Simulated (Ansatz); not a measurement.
The starting structures come from a database of crystals and need not be the phases stable at ambient conditions.

 Where the default PAW files enter, the runs use the earlier of Ansatz's two default sets.

## Evanescent states of CsLiMoO4 (F-43m, not sure to be the ambient phase, 7 atoms a cell, 21.1 Å³ an atom) along the normal of (001)

Calculation: r2SCAN (plane waves, PAW; Ansatz, an electronic-structure program).

No gap correction and no spin-orbit coupling; mid-gap values are interpolated between computed energies.

Energies count from the valence-band top; κ is the least over a 6×6 mesh across the current.

```csv
E (eV),κ (1/Å),where
0.12,0.230,Γ
0.34,0.368,Γ
0.57,0.448,Γ
0.81,0.500,off Γ
1.03,0.514,off Γ
1.26,___,off Γ
1.50,___,Γ
1.73,___,Γ
1.96,___,Γ
2.19,___,Γ
2.42,___,Γ
2.65,___,Γ
2.88,___,Γ
3.10,___,Γ
3.33,___,Γ
3.56,___,Γ
3.79,0.393,Γ
4.03,0.365,Γ
4.25,0.333,Γ
4.49,0.294,Γ
4.71,0.247,Γ
```

Question: Some entries are withheld; supply them.

Answer: 
- 1.26, κ (1/Å): 0.525
- 1.50, κ (1/Å): 0.529
- 1.73, κ (1/Å): 0.524
- 1.96, κ (1/Å): 0.518
- 2.19, κ (1/Å): 0.509
- 2.42, κ (1/Å): 0.499
- 2.65, κ (1/Å): 0.487
- 2.88, κ (1/Å): 0.473
- 3.10, κ (1/Å): 0.457
- 3.33, κ (1/Å): 0.438
- 3.56, κ (1/Å): 0.417
